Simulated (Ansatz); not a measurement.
Consider SiO$_{2}$ (space group P3_121, No. 152; a = 5.022 Å, c = 5.510 Å). Axes: x lies along a and z along c of the hexagonal cell.

(Cell as relaxed with PBE.)

Levels (all Ansatz, a quantum-chemistry and plane-wave program, PAW): PBE (420 eV, scalar-relativistic without spin-orbit coupling); r2SCAN (500 eV, scalar-relativistic without spin-orbit coupling).

Each level relaxes its own structure.

| base | PBE | r2SCAN |
|---|---|---|
| volume per atom | 13.37 Å³ | 12.62 Å³ |
| lattice parameter a | 5.022 Å | 4.921 Å |
| band gap | 5.68 eV | 6.60 eV |

It is then changed as follows: compressive biaxial strain of 1.17 % in the plane normal to [001], as in epitaxy on a mismatched substrate; the out-of-plane cell vector and the atoms relax.

```csv
quantity,PBE,r2SCAN
band gap,5.74 eV,___
smallest direct gap,6.04 eV,___
shift of the gap caused by the change,+0.06 eV,___
```

Q: Given the PBE results, estimate those of r2SCAN.

A: 
- band gap, r2SCAN: 6.68 eV
- smallest direct gap, r2SCAN: 6.95 eV
- shift of the gap caused by the change, r2SCAN: +0.08 eV

PBE's band gap lies 0.94 eV below r2SCAN's; PBE's smallest direct gap lies 0.91 eV below r2SCAN's; PBE's shift of the gap caused by the change lies 0.02 eV below r2SCAN's. Neither level is exact; r2SCAN is the comparison here, not a measurement.

Stability against distortions was not tested.
